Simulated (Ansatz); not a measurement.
Input and output of a relaxation of cell and atoms for NiPtF₆ (R-3, 8 atoms in the cell) (Ansatz, an electronic-structure program).

Computed with PBEsol, default PAW files made with PBE (plane waves; Ansatz).

The change in words: atoms on their sites; basis.ecutwfc: 420 eV → 250 eV; relax: default → cell and atoms. Reference geometry:
```
CELL_PARAMETERS angstrom
      2.46330     1.42219     4.56441
     -2.46330     1.42219     4.56441
      0.00000    -2.84437     4.56441
ATOMIC_POSITIONS crystal
  Ni 0.00365 0.00365 0.00365
  Pt 0.50000 0.50000 0.50000
  F  0.90388 0.25259 0.59311
  F  0.09612 0.74741 0.40689
  F  0.59311 0.90388 0.25259
  F  0.40689 0.09612 0.74741
  F  0.25259 0.59311 0.90388
  F  0.74741 0.40689 0.09612
```
Moments meant for the start (each program seeds them in its own way; μB, in the order of the atoms Ni Pt F F F F F F): 2.0 0.0 0.0 0.0 0.0 0.0 0.0 0.0.

Reference input (self-consistent single point, DFT, PBEsol, plane waves, default PAW files made with PBE): basis.ecutwfc = 420 eV; kpoints.mp_grid.grid = 3 3 3; hamiltonian.xc = pbesol; hamiltonian.pseudopotentials = {kind: paw} (the program's default PAW files); magnetization.spin_polarized = true; scf.occupations.method = fermi_dirac; scf.occupations.width = 0.02 eV. This run's input differs from it in these lines:

Ansatz 0.2 input:
```diff
@@ -6,3 +6,3 @@
   atoms:
-    - { symbol: Ni, position_ang: [-0.000000, -0.000000, 0.049994], spin: 2.0 }
+    - { symbol: Ni, position_ang: [0.000000, 0.000000, 0.000000], spin: 2.0 }
     - { symbol: Pt, position_ang: [0.000000, 0.000000, 6.846612] }
@@ -15,3 +15,3 @@
 basis:
-  ecutwfc: 420.0
+  ecutwfc: 250.0
 kpoints:
@@ -25,2 +25,4 @@
   occupations: { method: fermi_dirac, width: 0.02 }
+relax:
+  cell: {}
 output:
```

The program printed (abridged):

```
   [... SCF lines of the steps left out ...]
relax step   1: F+E_penalty+E_count = -22965.35230850 eV  Δ(F+E_penalty+E_count) = +0.000e0 eV  max|allowed force component| = 4.685e-1 eV/Å  Δτ_max = 0.0000 Å  P = -10.183 GPa  Ω = 95.942 Å³  (15 SCF iters, dr2 threshold 1.00e-7 eV, accepted)
relax step   2: F+E_penalty+E_count = -22971.15860107 eV  Δ(F+E_penalty+E_count) = -5.806e0 eV  max|allowed force component| = 2.163e-1 eV/Å  Δτ_max = 0.0271 Å  P = +40.444 GPa  Ω = 90.107 Å³  energy of the carried Pulay correction = +6.411e0 eV  (9 [...]
   [... lines left out ...]
relax step 119: F+E_penalty+E_count = -22966.02364565 eV  Δ(F+E_penalty+E_count) = +2.060e-2 eV  max|allowed force component| = 1.913e-3 eV/Å  Δτ_max = 0.0005 Å  P = -0.014 GPa  Ω = 91.617 Å³  energy of the carried Pulay correction = -2.063e-2 eV  [...]
relax step 120: F+E_penalty+E_count = -22966.02364582 eV  Δ(F+E_penalty+E_count) = -1.774e-7 eV  max|allowed force component| = 1.726e-3 eV/Å  Δτ_max = 0.0000 Å  P = +0.166 GPa  Ω = 91.617 Å³  stress off target by 3.98e-1 GPa  SCF on the basis [...]
basis re-selected at this cell: Δ(F+E_penalty+E_count) = -1.774e-7 eV, ΔP = +0.180 GPa vs the last step
   [... lines left out ...]
Absolute magnetization: 2.1587 μB (∫|ρ↑−ρ↓|, with the PAW one-centre terms)
Free energy (F): -22966.023646 eV
Fermi energy:    7.100952 eV
Error: variable-cell relaxation did not converge after 120 `relax_step` rows, as none of its last 44 fresh-basis SCF(s) at a relaxed cell met both thresholds with a finite energy. The last misses `relax.cell.stress_tol`: largest allowed force component 1.73e-3 eV/Å (`relax.f_tol` 1.00e-2 eV/Å), stress off the target on the free part of the cell 3.98e-1 GPa (`relax.cell.stress_tol` 5.00e-2 GPa), F+E_penalty+E_count -22966.02364582 eV. The closest is row 52, whose structure comes with this error. Larger ratio of force or stress to its threshold at each such SCF whose figures are numbers: 77.908, 71.318, 68.153, 49.312, 54.977, 33.619, 32.888, 14.370, 9.656, 7.241, 7.164, 8.349, [...]
  cell:  # Å, volume = 91.5884 Å³
   [... lines left out ...]
    - [-2.4249679103482915, 1.4000558758157904, 4.496118832869886]
    - [1.5626559898940212e-19, -2.8001117516315808, 4.496118832869886]
  atoms:
    - { symbol: Ni, position: [3.133320438071583e-19, -8.692221763610001e-20, -2.204714757185708e-19] }
    - { symbol: Pt, position: [0.5000000000000001, 0.5000000000000001, 0.5000000000000001] }
    - { symbol: F, position: [0.901193053130547, 0.2507206733457515, 0.5984884186569137] }
    - { symbol: F, position: [0.09880694686945318, 0.7492793266542486, 0.40151158134308623] }
    - { symbol: F, position: [0.5984884186569138, 0.9011930531305469, 0.25072067334575177] }
    - { symbol: F, position: [0.40151158134308623, 0.09880694686945318, 0.7492793266542485] }
    - { symbol: F, position: [0.25072067334575154, 0.5984884186569138, 0.9011930531305468] }
    - { symbol: F, position: [0.7492793266542486, 0.4015115813430862, 0.09880694686945318] }
```

The relaxation ended unconverged. 

The starting cell comes from a database of computed structures (which also holds hypothetical and non-ambient phases and stackings), without a prior relaxation at this level. Its lattice was rescaled by up to half a per cent. The cutoff lies below the one recommended for these files.

Cost on one core of a shared machine: roughly 3 min.
